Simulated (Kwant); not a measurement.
Computed with Kwant: Hückel tight-binding model, one pz orbital an atom, one spin, coherent transport at 0 K. Conductance is in e²/h.

System: π system c1cc2ccc3cccc4ccc(c1)c2c34 between two chain leads. The π system is taken as planar. Atoms are numbered from 0 in the order of the SMILES. Site energies (eV, carbon 0): [0.0, 0.0, 0.0, 0.0, 0.0, 0.0, 0.0, 0.0, 0.0, 0.0, 0.0, 0.0, 0.0, 0.0, 0.0, 0.0]. Bonds (i, j, β in eV): (0,1,-2.7) (1,2,-2.7) (2,3,-2.7) (3,4,-2.7) (4,5,-2.7) (5,6,-2.7) (6,7,-2.7) (7,8,-2.7) (8,9,-2.7) (9,10,-2.7) (10,11,-2.7) (11,12,-2.7) (12,13,-2.7) (12,14,-2.7) (14,15,-2.7) (13,0,-2.7) (14,2,-2.7) (15,5,-2.7) (15,9,-2.7). Leads: chains of hopping −4.1 eV, joined by −0.54 eV to atoms 3 and 11.

Site energies and bond integrals are typed Hückel values.

Sweep values stay those of the base run.

One input was changed, with this effect: transmission at E = 0 < 1e-12 → 0.00069.

Problem. Which change was it?
A) contacts moved from atoms [3, 11] to [1, 10]
B) contacts moved from atoms [3, 11] to [1, 13]
C) contacts moved from atoms [3, 11] to [1, 11]
D) contacts moved from atoms [3, 11] to [1, 3]
E) contacts moved from atoms [3, 11] to [0, 3]
F) contacts moved from atoms [3, 11] to [3, 10]

Solution. A, contacts moved from atoms [3, 11] to [1, 10]
